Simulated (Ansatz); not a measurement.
This Ansatz (a program for electronic structure) input is the reference run, Pt in the fcc (Cu type) structure (space group Fm-3m, No. 225), computed with LDA in Ansatz (plane waves to 420 eV, PAW, no spin-orbit coupling):

Ansatz 0.2 input:
```yaml
crystal:
  lattice:
    - [0, 1.9469721343, 1.9469721343]
    - [1.9469721343, 0, 1.9469721343]
    - [1.9469721343, 1.9469721343, 0]
  atoms:
    - { symbol: Pt, position: [0, 0, 0] }
basis: { ecutwfc: 420, ecutrho_ratio: 4, xc_grid: 2, fft_grid_basis: typed }
kpoints: { mp_grid: { grid: [20, 20, 20] } }
hamiltonian:
  xc: lda
  dispersion: none
  pseudopotentials: { kind: paw }
scf: { occupations: { method: fermi_dirac, width: 0.05 }, convergence: { dr2_threshold: 0.0000000001 } }
output: { forces: true, stress: true }
checkpoint: { write: state.ck, write_every: 1000 }
```

Problem. Write the input for this change: hydrostatic tension (pressure −1 GPa).

Solution. 
Ansatz 0.2 input:
```yaml
crystal:
  lattice:
    - [0, 1.9469721343, 1.9469721343]
    - [1.9469721343, 0, 1.9469721343]
    - [1.9469721343, 1.9469721343, 0]
  atoms:
    - { symbol: Pt, position: [0, 0, 0] }
basis: { ecutwfc: 420, ecutrho_ratio: 4, xc_grid: 2, fft_grid_basis: typed }
kpoints: { mp_grid: { grid: [20, 20, 20] } }
hamiltonian:
  xc: lda
  dispersion: none
  pseudopotentials: { kind: paw }
scf: { occupations: { method: fermi_dirac, width: 0.05 } }
relax: { f_tol: 0.01, max_steps: 60, cell: { stress_tol: 0.02, p_target: -1.0 } }
output: { forces: true, stress: true }
checkpoint: { write: state.ck, write_every: 1000 }
```
This is the input that was run.

Load acts through the strain it causes; cell and atoms are relaxed under it. No phonon test of stability was made. The final runs are not spin-polarised.
